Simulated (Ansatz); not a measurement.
Here is the system:

```
PbSe
1.0
    0.03521     3.08901     3.08901
    3.08901     0.03521     3.08901
    3.12422     3.12422     0.00000
Pb Se
1 1
Direct
  0.00000   0.00000   0.00000
  0.50000   0.50000   0.50000
```

No spin polarisation.

Method: Kohn–Sham DFT with the r2SCAN functional, run in Ansatz (an electronic-structure program) with PAW and 500 eV plane waves, no SOC. Settings: 9×9×9 k-points, 0.05 eV Fermi–Dirac smearing.

Task: Predict the gap character, band gap and pressure.

Result: The gap character is indirect, S → R and the band gap is 0.55 eV. The pressure (mean of the normal stresses, compression positive) is -0.1 kbar.

With Pb present, leaving out spin-orbit coupling can change the band edges. The cells carry an imposed strain or load. Whether these cells are dynamically stable was not tested. The cell was made from PbSe in the rock salt structure (space group Fm-3m, No. 225) by this change: tensor shear ε_xy = +1.14 %.
